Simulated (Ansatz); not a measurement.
Start from NiO in the rock salt structure (space group Fm-3m, No. 225; ferromagnetic; relaxed with 0.1 eV smearing).

```cif
data_Ni4O4
_chemical_formula_sum 'O4 Ni4'
_space_group_name_H-M_alt 'Fm-3m'
_space_group_IT_number 225
_space_group_name_Hall '-F 4 2 3'
_cell_length_a 4.21319
_cell_length_b 4.21319
_cell_length_c 4.21319
_cell_angle_alpha 90.000
_cell_angle_beta 90.000
_cell_angle_gamma 90.000
loop_
_atom_site_label
_atom_site_type_symbol
_atom_site_symmetry_multiplicity
_atom_site_Wyckoff_symbol
_atom_site_fract_x
_atom_site_fract_y
_atom_site_fract_z
_atom_site_occupancy
O1 O 4 a 0.00000 0.00000 0.00000 1
Ni1 Ni 4 b 0.50000 0.50000 0.50000 1
```
(The calculation used a cell of 2 atoms; values per cell refer to that cell.)

Level of theory: PBE (Ansatz, an electronic-structure program; PAW; 420 eV plane waves; scalar-relativistic without spin-orbit coupling).

For the base:

```
Property              Result
-------------------  -------
Largest site moment  1.41 μB
Pressure             0.0 GPa
```

It is then changed as follows: every lattice vector is shortened by 2.11 %; the atoms relax in the strained cell.

Problem. How does this affect the largest site moment?

Solution. The largest site moment drops by 0.14 μB to 1.27 μB.

Problem. What does the calculation give for the energy relative to the base after the change?

Solution. The energy rises by 21 meV/atom.

Problem. What does the calculation give for the pressure after the change?

Solution. The pressure goes from zero to 12.3 GPa.

No phonon test of stability was made. No Hubbard U is applied and the magnetic state is the run's own (NiO ferromagnetic); other magnetic orders, which need larger cells, were not tried and can change the gap. In its common phase, real NiO is an antiferromagnetic insulator at low temperature.
